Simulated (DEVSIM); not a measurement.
System: Schottky contact on n-type GaN, at 400 K.

| layer (left to right) | material | thickness (μm) | Nd (cm⁻³) | τn (s) | τp (s) |
|---|---|---|---|---|---|
| 1 | GaN | 0.460 | 1.4e16 | 7.9e-8 | 7.9e-8 |

Left contact: Schottky, work function 5.62 eV, emission velocity 6.6e6 cm/s. Right contact: ohmic. Voltage is applied to the left contact. Recombination: SRH at mid-gap, Auger. Mobility is constant in doping. Where it depends on doping, it is μmin + (μ − μmin)/(1 + (N/Nref)^α).

The device is made up for the run: typed textbook-type constants, with dimensions and the other settings drawn at random. Values at 300 K; Nc and Nv go as T^1.5, mobilities as T to minus their exponent, the gap by Varshni's rule with the affinity fixed. The table also holds parameters that only a changed run uses.

| parameter | GaN |
|---|---|
| gap (eV) | 3.43 |
| affinity (eV) | 4.1 |
| permittivity | 9.5 |
| Nc (cm⁻³) | 2.3e18 |
| Nv (cm⁻³) | 4.6e19 |
| μn (cm²/Vs) | 1200 |
| μp (cm²/Vs) | 100 |
| μn,min | 55 |
| μp,min | 3 |
| Nref,n | 2e17 |
| Nref,p | 3e17 |
| αn | 1 |
| αp | 2 |
| T exponent of μn | 1.5 |
| T exponent of μp | 2 |
| Cn (cm⁶/s) | 1e-30 |
| Cp (cm⁶/s) | 1e-30 |
| Varshni α (eV/K) | 0.00091 |
| Varshni β (K) | 830 |

Model (solved in DEVSIM): 1D drift-diffusion, Boltzmann statistics, complete ionisation; no tunnelling, impact ionisation, image-force lowering or self-heating. Metal contacts follow the ideal Schottky-Mott rule: no Fermi-level pinning, no interface dipoles.

Base results: potential step across the device at zero bias (V) 1.329; largest field in the device at zero bias (V/cm) 83000; dark forward voltage at 1 A/cm² (V) 1.006; dark forward voltage at 100 A/cm² (V) 1.171.

Q: What follows from this one change: metal work function 5.62 → 5.72 eV?

A: potential step across the device at zero bias 1.329 → 1.429 V; largest field in the device at zero bias little changed (86000 V/cm); dark forward voltage at 1 A/cm² 1.006 → 1.106 V; dark forward voltage at 100 A/cm² 1.171 → 1.271 V.

Q: What follows from this one change: metal work function 5.62 → 5.67 eV?

A: potential step across the device at zero bias 1.329 → 1.379 V; largest field in the device at zero bias little changed (85000 V/cm); dark forward voltage at 1 A/cm² 1.006 → 1.056 V; dark forward voltage at 100 A/cm² 1.171 → 1.221 V.

Q: What follows from this one change: doping Nd of layer 1 1.4e+16 → 4.2e+16 cm^-3?

A: potential step across the device at zero bias 1.329 → 1.367 V; largest field in the device at zero bias 83000 → 150000 V/cm; dark forward voltage at 1 A/cm² little changed (1.002 V); dark forward voltage at 100 A/cm² 1.171 → 1.164 V.

Q: What follows from this one change: temperature 400 → 250 K?

A: potential step across the device at zero bias 1.329 → 1.416 V; largest field in the device at zero bias little changed (86000 V/cm); dark forward voltage at 1 A/cm² 1.006 → 1.212 V; dark forward voltage at 100 A/cm² 1.171 → 1.315 V.
